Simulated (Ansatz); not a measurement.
The parent structure is GaN in the wurtzite structure (space group P6_3mc, No. 186).

```
GaN
1.0
    3.18273     0.00000     0.00000
   -1.59136     2.75632     0.00000
    0.00000     0.00000     5.18570
Ga N
2 2
Cartesian
  1.59136   0.91877   0.00469
  0.00000   1.83755   2.59754
  1.59136   0.91877   3.23741
  0.00000   1.83755   0.64456
```

All numbers come from PBEsol (Ansatz, an electronic-structure program), no SOC, earlier PAW set.

Carriers are added at fixed cell with a uniform background; the Fermi–Dirac width is that of 300 K.

One change was made to it. Results:

The gap between the host's bands grows by 0.03 eV to 1.91 eV; the Fermi level relative to the doped band's edge (positive inside the band; to 0.05 eV) amounts to +0.20 eV; the gap character is still direct at Γ.

**Question.** What was done to the base?
A. electrons 5.0×10^21 cm⁻³
B. holes 7.0×10^21 cm⁻³
C. holes 1.5×10^21 cm⁻³
D. electrons 1.5×10^21 cm⁻³
E. holes 5.0×10^21 cm⁻³

**Answer.** C, holes 1.5×10^21 cm⁻³. For comparison, the gap between the host's bands in the other runs: electrons 5.0×10^21 cm⁻³ gives 1.80 eV; holes 7.0×10^21 cm⁻³ gives 2.04 eV; electrons 1.5×10^21 cm⁻³ gives 1.85 eV; holes 5.0×10^21 cm⁻³ gives 1.99 eV.

Charged cell with a jellium background: band edges are those of the host's band count, energies are not comparable with the neutral cell, and many-body gap narrowing is missing. No phonon test of stability was made.
